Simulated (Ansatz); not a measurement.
Start from Cu in the fcc (Cu type) structure (space group Fm-3m, No. 225; a = 3.564 Å).

Perturbation: a hydrostatic pressure of 75 GPa.

Levels (all Ansatz, an electronic-structure program, PAW): PBEsol (420 eV, without spin-orbit coupling); r2SCAN (500 eV, no spin-orbit coupling).

The geometry is relaxed with PBEsol.

| Item | Value |
|---|---|
| PBEsol pressure | 75.0 GPa |

With r2SCAN at the same geometry, the pressure goes up by 3.3 GPa, from 75.0 GPa to 78.3 GPa.

Single points use the geometry relaxed with PBEsol. Their cutoffs differ, which shifts pressures a little. Load acts through the strain it causes; cell and atoms are relaxed under it. Stability against distortions was not tested. Competing high-pressure phases were not computed. The final runs are not spin-polarised.
